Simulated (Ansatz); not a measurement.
Consider KBr in the rock salt structure (space group Fm-3m, No. 225; a = 6.550 Å). Axes: x, y, z lie along the cube axes.

Computed with Ansatz (a quantum-chemistry and plane-wave program) PBEsol, no spin-orbit coupling.

For the base:

| Quantity | Value |
|---|---|
| Valence-band top at Γ | 0.00, 0.00, 0.00 eV |
| Band gap | 4.34 eV |

Perturbation: a free-standing slab of 7 layers (14 atoms, 2 a layer) is cut normal to the z axis, with 15 Å of vacuum and the in-plane cell held at bulk.

Task: Estimate the effect on the valence-band top at Γ, excess energy per area of both faces and band gap.

Result: The valence-band top at Γ (three highest levels, from the VBM) changes from 0.00, 0.00, 0.00 eV to 0.00, 0.00, -0.01 eV; the excess energy per area of both faces (slab less bulk energy over the cell's area: twice a surface energy) comes out as 0.23 J/m²; the band gap rises by 0.03 eV to 4.37 eV.

The excess energy carries the mismatch between the slab's and the bulk's meshes. Stability against distortions was not tested.
